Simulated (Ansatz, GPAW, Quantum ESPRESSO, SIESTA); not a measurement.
## Code comparison for Ni2Ge (P6_3/mmc, 6 atoms in the cell)

Self-consistent single point.

```xyz
6
Lattice="3.9798 0.0000 0.0000 -1.9899 3.4466 0.0000 0.0000 0.0000 5.0239" Properties=species:S:1:pos:R:3 pbc="T T T"
Ni     1.9899     1.1489     1.2560
Ni     0.0000     2.2977     3.7679
Ni     0.0000     0.0000     0.0000
Ni     0.0000     0.0000     2.5119
Ge     1.9899     1.1489     3.7679
Ge     0.0000     2.2977     1.2560
```

Shared settings, as Ansatz (a quantum-chemistry and plane-wave program) writes them: kpoints.mp_grid.grid = 9 9 6; scf.occupations.method = gaussian; scf.occupations.width = 0.272 eV. Potentials and cutoffs stand in the table.

```csv
code,model,pressure (GPa),cutoff
SIESTA,"LDA PW92, numerical atomic orbitals DZP, PseudoDojo LDA standard norm-conserving potentials (rewritten from UPF to PSML)",-4.58,grid 400 Ry
Ansatz,"LDA (PW92), default PAW files made with PBE",-7.33,default
GPAW,"LDA (Perdew-Wang 92), GPAW PAW datasets LDA (gpaw-data 1.0.1)",-5.85,850 eV
Quantum ESPRESSO,"LDA (PZ), PSlibrary ultrasoft (LDA) pseudopotentials",-5.77,50 Ry
```

On Ansatz's run: spin polarisation is off.

The spread over the programs that give each value: pressure within 2.75 GPa.

SIESTA uses small atom-centred bases, whose incompleteness enters pressures, forces and empty levels differently from a plane-wave cutoff. Ansatz's pressure is given at a fixed set of plane waves, as the other plane-wave codes print theirs; with its correction for the finite basis it is -7.23 GPa. The same LDA comes in different parametrisations, which differ slightly. In the pressure, SIESTA (by 1.27) and Ansatz (by 1.48) lie more than 1 GPa from the median of the plane-wave programs.

The starting cell comes from a database of computed structures (which also holds hypothetical and non-ambient phases and stackings), without a prior relaxation at this level.

Left out of this page: Elk and FLEUR (not drawn, or without a comparable value).

Keys are those of Ansatz 0.2.
